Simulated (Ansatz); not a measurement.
The parent structure is InP in the zinc blende structure (space group F-43m, No. 216; a = 5.9595 Å).

Structures relaxed with PBE in Ansatz (plane waves to 420 eV, PAW, no spin-orbit coupling).

Base:

Simulated powder pattern, Mo Kα, λ = 0.71073 Å (kinematic, ideal powder, no thermal factors, no anomalous dispersion; the 8 strongest lines at most, above 2 %, up to 2θ = 40°):

```csv
2θ (°),I/Imax (%),hkl
11.86,100,(111)
13.70,26,(200)
19.42,61,(220)
22.81,52,(311)
27.60,11,(400)
30.13,22,(331)
33.97,22,(422)
36.10,16,(511)
```

After one change:

Simulated powder pattern, Mo Kα, λ = 0.71073 Å (kinematic, ideal powder, no thermal factors, no anomalous dispersion; the 8 strongest lines at most, above 2 %, up to 2θ = 40°):

```csv
2θ (°),I/Imax (%)
12.55,100
14.50,26
20.56,60
24.16,51
29.24,10
31.93,21
36.02,21
38.29,15
```

### Question
Name the change that was made.
A) pressure 2.1 GPa
B) pressure 4.5 GPa
C) pressure −1 GPa
D) pressure 15 GPa

### Answer
D, pressure 15 GPa. Its volume per atom is 22.32 Å³ against 26.46 Å³, and its space group is F-43m (No. 216).

Load acts through the strain it causes; cell and atoms are relaxed under it. Stability against distortions was not tested. Measured, InP leaves this structure (for rock salt) near 9.8 GPa (temperature not stated; as listed in Datta, Sujoy, Jana, Debnarayan, arXiv (2020)).

Ansatz is an electronic-structure program.
